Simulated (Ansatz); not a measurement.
**C, carrier doping**

Base system: C in the diamond structure (space group Fd-3m, No. 227; a = 3.5716 Å).

Carriers are added at fixed cell with a uniform background; the Fermi–Dirac width is that of 300 K.

Level of theory: PBE, PAW, 420 eV (Ansatz, a quantum-chemistry and plane-wave program; no SOC), earlier PAW set.

Notes on the quantities. Fermi level from band edge: Fermi level relative to the doped band's edge (positive inside the band; to 0.05 eV).

| hole density (10^21 cm⁻³) | Fermi level from band edge (eV) |
|---|---|
| 0.7 | 0.20 |
| 1.5 | 0.35 |
| 7 | ? |
| 20 | 1.65 |

Fit E_F = C n^s, fitted as a line in log–log form (a parabolic band gives s = 2/3) to the rows shown and predict the withheld row.

Least squares on the printed values gives C = 0.26 eV, s = 0.62 (largest residual 0.02 eV); this predicts 0.87 eV, and the run gives 0.90 eV, in agreement.

Carriers are added with a uniform compensating background; total energy and stress of such cells depend on the potential's zero and are not compared; many-body gap narrowing is missing at this level. Stability against distortions was not tested.
